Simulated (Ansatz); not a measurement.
# A self-consistent single point of TlGeCl3 (Cm, 5 atoms in the cell) with Ansatz

Method: LDA (PW92), default PAW files made with PBE (plane waves; Ansatz, a quantum-chemistry and plane-wave program).

Input:

Ansatz 0.2 input:
```yaml
# TlGeCl3
crystal:
  lattice:
    - [3.77601500, -3.72118600, 0.00000000]
    - [3.77601500, 3.72118600, 0.00000000]
    - [-0.10039900, 0.00000000, 5.29436800]
  atoms:
    - { symbol: Tl, position: [0.98921600, 0.98921600, 1.00042400] }
    - { symbol: Ge, position: [0.48050000, 0.48050000, 0.53254000] }
    - { symbol: Cl, position: [0.02002000, 0.49696000, 0.52311000] }
    - { symbol: Cl, position: [0.49696000, 0.02002000, 0.52311000] }
    - { symbol: Cl, position: [0.50313000, 0.50313000, 0.99439000] }
basis:
  ecutwfc: 420.0 eV
kpoints:
  mp_grid: { grid: [5, 5, 5] }
hamiltonian:
  xc: lda
  pseudopotentials: { kind: paw }
scf:
  occupations: { method: fixed }
output:
  forces: true
  eigenvalues: true
  stress: true
```

Log, with long lists cut:

```
WARN ansatz: RAYON_NUM_THREADS=1 ignored (pool sized by the plan → 1); use --threads N
Pseudopotentials: kind: paw
Pseudopotential: Tl, paw, valence charge 13
Pseudopotential: Ge, paw, valence charge 14
Pseudopotential: Cl, paw, valence charge 7
Crystal: 5 atoms, lattice volume = 148.785 Å³
Basis set: ecut = 420 eV, 2921 PW (Γ)
Bands: 29, of which v1, the nominal top of the filled ones, is band 24 counted from 1 (23 counted from 0)
Symmetry: 2 space group operations
Space group: Cm (ITA 8), of the structure as read, at distance tolerance 5.3e-5 Å
k-points: 39 of 125 (time reversal used)
PAW frozen core: Tl, regenerated for the run's functional, and the local potential with it
PAW frozen core: Ge, regenerated for the run's functional, and the local potential with it
PAW frozen core: Cl, regenerated for the run's functional, and the local potential with it
Initial density: superposition of atomic densities (neutral atoms: chi_scale 0, normalization atom), corrected by the library's trained network
Initial wavefunctions: pseudopotential atomic-orbital guess
Eigensolver: davidson
Functional: x = slater, c = lda
SCF iter   1: F=—  HF=-18498.367485 eV  |F-HF|=—  |Δ(HF+E_count)|=         —  Δρ=5.57e-3  dr2=5.37e-2  ethr=1.77e-3  ⟨swp⟩=4.8  Hψ=4148  notcnv=0  defer=64
all-band conjugate gradients solve this SCF's bands
preconditioner: auto → Resta (q_TF=auto, 2.259 Å⁻¹)
SCF iter   2: F=—  HF=-18498.349020 eV  |F-HF|=—  |Δ(HF+E_count)|=   1.85e-2  Δρ=2.71e-3  dr2=9.35e-3  ethr=1.12e-4  ⟨swp⟩=2.8  Hψ=2163  notcnv=0  defer=116
SCF iter   3: F=—  HF=-18498.346311 eV  |F-HF|=—  |Δ(HF+E_count)|=   2.71e-3  Δρ=6.11e-4  dr2=4.93e-4  ethr=1.95e-5  ⟨swp⟩=2.9  Hψ=2035  notcnv=0  defer=117
SCF iter   4: F=—  HF=-18498.346273 eV  |F-HF|=—  |Δ(HF+E_count)|=   3.72e-5  Δρ=1.86e-4  dr2=4.89e-5  ethr=1.03e-6  ⟨swp⟩=2.0  Hψ=1986  notcnv=0  defer=95
SCF iter   5: F=—  HF=-18498.346237 eV  |F-HF|=—  |Δ(HF+E_count)|=   3.65e-5  Δρ=7.05e-5  dr2=9.59e-6  ethr=1.02e-7  ⟨swp⟩=2.0  Hψ=1998  notcnv=0  defer=42
SCF iter   6: F=—  HF=-18498.346239 eV  |F-HF|=—  |Δ(HF+E_count)|=   2.11e-6  Δρ=1.50e-5  dr2=6.22e-7  ethr=2.00e-8  ⟨swp⟩=2.8  Hψ=2084  notcnv=0  defer=42
SCF iter   7: F=-18498.346239 eV  HF=-18498.346239 eV  |F-HF|=5.77e-9  |Δ(HF+E_count)|=   3.96e-8  Δρ=3.27e-6  dr2=3.75e-8  ethr=2.08e-10  ⟨swp⟩=11.6  Hψ=5823  notcnv=0
SCF 1 converged in 7 iterations: F = -18498.346239 eV  dr2 = 3.75e-8
SCF converged after 7 iterations
Free energy (F): -18498.346239 eV
Harris-Foulkes:  -18498.346239 eV  (|F-HF|=5.77e-9)
Internal energy: -18498.346239 eV  (E = F + TS)
E sigma→0 (E₀):  -18498.346239 eV
Fermi energy:    3.605026 eV
--- Per-component energies (eV) ---
  E_band       = -343.803746
  E_kinetic    = 918.850733
  E_local      = -4775.006254  (includes V_loc(G=0)·N_el)
  E_nonlocal   = 828.509410
  E_hartree    = 1910.698520
  E_xc         = -618.476919
  E_vxc        = -567.629654  (∫ρ·V_xc dr)
  E_paw        = -13675.739052  (= ΣΔE_a)
  E_vpaw       = -569.925901  (= ΣTr[D̂ρ^β])
  E_aug_tail   = 0.000616  (compensation charges beyond the density's cutoff)
  E_ewald      = -3089.521533
  E_core_change = 2.338241  (= ΣΔE_core)
  E_smearing   = -0.000000  (= −TS)
  E_closure    = -0.000000  (closes the sum)
  Σ components = -18498.346239   (vs F -18498.346239, Δ=0.00e0)
--- Forces (eV/Å), atoms counted from 1 ---
  atom   1  Tl    -0.05784123     0.00000000    -0.08378130
  atom   2  Ge    -0.06167940     0.00000000     0.08152674
  atom   3  Cl     0.05596024    -0.03948790     0.03534913
  atom   4  Cl     0.05596024     0.03948790     0.03534913
  atom   5  Cl     0.00760479     0.00000000    -0.06844417
  max |Σ_I F_I| component: 4.65e-6 eV/Å
--- Stress (GPa, compression-positive) ---
       -2.926677      -0.000000      -0.022756
       -0.000000      -2.972766       0.000000
       -0.022756       0.000000      -2.920750
  P = ⅓ Tr σ = -2.9401 GPa (-29.401 kbar)
  The stress holds the Pulay correction. Without it, at fixed plane waves, as pw.x and ABINIT print it: P = -2.9515 GPa
--- Band table (eV; the first three rows and the last of 39) ---
  k-point 0: bands = ["-20.8264", "-20.8256", "-20.8033", "-20.8032", "-20.7921", "-11.6209", "-10.7120", "-10.6963", "-7.3387", "-7.3383", "-7.3374", "-7.3341", "-7.3340", "-2.8883", "-1.4335", "-1.3267", "-1.2689", "-0.7871", "1.1892", "1.1944", [...]
  k-point 1: bands = ["-20.8264", "-20.8250", "-20.8033", "-20.8032", "-20.7921", "-11.5618", "-10.7594", "-10.7097", "-7.3406", "-7.3392", "-7.3368", "-7.3362", "-7.3337", "-3.2715", "-1.5523", "-1.2648", "-1.2375", "-0.0433", "1.0878", "1.1414", [...]
  k-point 2: bands = ["-20.8264", "-20.8241", "-20.8033", "-20.8031", "-20.7922", "-11.4371", "-10.8912", "-10.7060", "-7.3443", "-7.3421", "-7.3398", "-7.3354", "-7.3314", "-3.6714", "-1.7400", "-1.1524", "-1.1242", "0.8031", "0.8970", "1.1477", [...]
  k-point 38: bands = ["-20.8241", "-20.8234", "-20.8031", "-20.8030", "-20.7923", "-11.1330", "-10.9319", "-10.9057", "-7.3338", "-7.3323", "-7.3318", "-7.3300", "-7.3288", "-5.0990", "-1.5018", "-0.0842", "-0.0088", "0.2722", "0.5022", "0.5657", [...]
```

The run converged in 7 iterations.

The starting cell comes from a database of computed structures (which also holds hypothetical and non-ambient phases and stackings), without a prior relaxation at this level. Its lattice was rescaled by up to half a per cent. One atom was moved a little off its site on purpose. Spin-orbit coupling is off. Ansatz's pressure includes its estimate of the finite-basis (Pulay) stress. Another mesh or the band path of this cell gives a smaller gap, so this value is not converged in the mesh.
